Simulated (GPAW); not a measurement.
GPAW run on CuGePSe (R3m, 4 atoms in the cell): self-consistent single point.

Computed with LDA (Perdew-Wang 92), GPAW PAW datasets LDA (gpaw-data 1.0.1) (plane waves; GPAW).

```
CELL_PARAMETERS angstrom
      1.95381     1.12803     6.36818
     -1.95381     1.12803     6.36818
      0.00000    -2.25606     6.36818
ATOMIC_POSITIONS crystal
  Cu 0.99816 0.99816 0.99816
  Ge 0.49801 0.49801 0.49801
  P  0.88117 0.88117 0.88117
  Se 0.37267 0.37267 0.37267
```

Reference input (self-consistent single point, DFT LDA (Perdew-Wang 92), plane waves, GPAW PAW datasets LDA (gpaw-data 1.0.1)): mode = pw; ecut = 850 eV; xc = LDA; kpts = 6 6 6; mesh shift (steps) = 0.5 0.5 0.5; occupations.name = fermi-dirac; occupations.width = 0.1 eV; nbands = -10; symmetry.symmorphic = false; symmetry.tolerance = 0.0005; maxiter = 100. This run's input differs from it in these lines:

```diff
@@ -17,3 +17,3 @@
             kpts=(6, 6, 6),
-            occupations=FermiDirac(0.1),
+            occupations=FermiDirac(0.025),
             nbands=-10,
```

The program printed (abridged):

```
     iter     time        total  log10-change:
                         energy   eigst   dens
iter:   1 --:--:--   -21.831054
iter:   2 --:--:--   -21.222747   -1.51  -1.15
iter:   3 --:--:--   -21.019823   -2.11  -1.15
iter:   4 --:--:--   -20.724205   -0.99  -1.18
iter:   5 --:--:--   -20.722683   -2.17  -1.43
iter:   6 --:--:--   -21.083456   -0.93  -1.61
iter:   7 --:--:--   -20.603375   -1.52  -1.52
iter:   8 --:--:--   -20.603092   -2.87  -2.16
iter:   9 --:--:--   -20.601103c  -3.57  -2.32
iter:  10 --:--:--   -20.600176c  -4.13  -2.54
iter:  11 --:--:--   -20.599986c  -5.06  -2.89
iter:  12 --:--:--   -20.599910c  -5.05  -2.96
iter:  13 --:--:--   -20.599905c  -6.27  -3.40
iter:  14 --:--:--   -20.599891c  -6.09  -3.48
iter:  15 --:--:--   -20.599890c  -6.60  -3.73
iter:  16 --:--:--   -20.599888c  -7.81c -3.85
iter:  17 --:--:--   -20.599886c  -7.63c -3.89
iter:  18 --:--:--   -20.599886c  -7.13  -3.96
iter:  19 --:--:--   -20.599886c  -7.68c -4.22c
Converged after 19 iterations.

Dipole moment: (-0.000000, 0.000001, 22.359140) |e|*Ang

Energy contributions relative to reference atoms: (reference = -177258.694210)

Kinetic:         +8.483527
Potential:      -10.699213
External:        +0.000000
XC:             -18.437170
Entropy (-ST):   -0.001662
Local:           +0.053801
SIC:             +0.000000
--------------------------
Free energy:    -20.600717
Extrapolated:   -20.599886

Showing only first 2 kpts
 Kpt  Band  Eigenvalues  Occupancy
  0    11      4.92303    2.00000
  0    12      5.24869    1.97680
  0    13      5.79454    0.00000
  0    14      7.75446    0.00000

  1    11      5.19542    1.99722
  1    12      5.62532    0.00005
  1    13      5.62532    0.00005
  1    14      7.32040    0.00000

Fermi level: 5.35981

No gap
No difference between direct/indirect transitions
Energy (eV): -20.599886

Forces in eV/Ang:
  0 Cu    0.00000    0.00000    0.00748
  1 Ge    0.00000    0.00000    0.05154
  2 P     0.00000    0.00000    0.11626
  3 Se    0.00000   -0.00000   -0.17875

Stress tensor:
     0.031600     0.000000    -0.000000
     0.000000     0.031600    -0.000000
    -0.000000    -0.000000     0.029997
Stress (GPa, Voigt): [ 5.0628  5.0628  4.806  -0.     -0.      0.    ]
```

The run converged in 19 iterations. GPAW prints stress with tension positive. Against the reference run the free energy goes up by 3.7 meV/atom, the pressure moves little (-4.92 to -4.98 GPa) and the largest force goes from 0.197 to 0.179 eV/Å.

The starting cell comes from a database of computed structures (which also holds hypothetical and non-ambient phases and stackings), without a prior relaxation at this level. Spin polarisation is off. With a pressure of about -5 GPa the cell is away from its equilibrium volume at this level. The run gives no clean gap (levels at the Fermi energy touch, overlap or are partly filled at this smearing), which alone does not show that the compound is a metal.

Cost on one core of a shared machine: roughly 3 min.
